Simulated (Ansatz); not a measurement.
The starting structures come from a database of crystals and need not be the phases stable at ambient conditions.

 Where the default PAW files enter, the runs use the earlier of Ansatz's two default sets.

By PBEsol, the system below comes out a metal.

```yaml
crystal:
  lattice:
    - [2.82239, 0.00000, 0.00000]
    - [0.00000, 5.17383, 0.00000]
    - [0.00000, 0.00000, 2.87999]
  atoms:
    - { symbol: Si, position: [0.50000, 0.27949, 0.50000] }
    - { symbol: Si, position: [0.50000, 0.72051, 0.50000] }
    - { symbol: Ru, position: [0.00000, 0.00000, 0.00000] }
```

Space group of this cell: Pmmm. The cell is strained (lengths across the current scaled by 0.98, ions clamped); by PBEsol its mean pressure is 2.3 GPa.

The current flows along the normal of the first two printed cell vectors. No spin-orbit coupling; the value is a mean over 0.1 eV about the Fermi level.

Q: Predict the ballistic conductance per area from PBEsol (Ansatz, a program for electronic structure).

A: 0.35 × 10¹⁵ S/m² for both spins.
